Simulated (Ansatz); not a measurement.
The reference is WC (space group P-6m2, No. 187; a = 2.884 Å, c = 2.812 Å; relaxed with 0.1 eV smearing). Axes: x lies along a and z along c of the hexagonal cell.

The values are results of Ansatz (a program for electronic structure) LDA, no spin-orbit coupling, not measurements.

Base values:

The shortest interatomic distance is 2.179 Å. The pressure is 0.0 GPa and the band gap comes out as zero.

Perturbation: tensor shear ε_xz = +0.86 % (engineering shear γ = 0.0172); the atoms relax in the strained cell.

**Question.** Estimate the effect on the energy relative to the base, shortest interatomic distance, pressure and band gap.

**Answer.** The energy rises by 3.1 meV/atom; the shortest interatomic distance decreases by 0.016 Å (2.179 Å → 2.163 Å); the pressure (mean of the normal stresses, compression positive) is nearly the same (0.0 GPa against 0.1 GPa); the band gap stays zero.

No phonon test of stability was made. The final runs are not spin-polarised.
